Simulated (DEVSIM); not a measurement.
Structure: Co/La2O3/n-Ge capacitor, at 300 K.

Layer 1 from the left is La2O3, thickness (nm) 7.00. Layer 2 from the left is Ge, thickness (nm) 1500, Nd (cm⁻³) 1.6e17.

Metal gate on the left, work function 5 eV. Fixed charge at the semiconductor interface 0 cm⁻² (in units of +e); no interface traps.

This is a model device: material constants are rounded textbook-type values typed into the input, and sizes, dopings and lifetimes were drawn at random. Values at 300 K.

La2O3: gap (eV) 5.8, affinity (eV) 1.8, permittivity 27. Ge: gap (eV) 0.664, affinity (eV) 4, permittivity 16, Nc (cm⁻³) 1.04e19, Nv (cm⁻³) 6e18.

Task: Estimate by hand the flat-band voltage, the threshold voltage, and compare with a numerical solution.

Result: 
- Flat-band voltage: C = 3.42 μF/cm², work-function difference 0.892 V; VFB = φms − qNf/C = 0.89 V; numerical 0.89 V.
- Threshold voltage: φF = 0.231 V, depletion charge √(4εqNφF) = 1.83e-7 C/cm²; VT = VFB − 2φF − Qd/C = 0.38 V; numerical 0.38 V.

Model (solved in DEVSIM): 1D Poisson equation in equilibrium, Boltzmann statistics, complete ionisation; no quantum confinement or tunnelling. Metal contacts follow the ideal Schottky-Mott rule: no Fermi-level pinning, no interface dipoles.
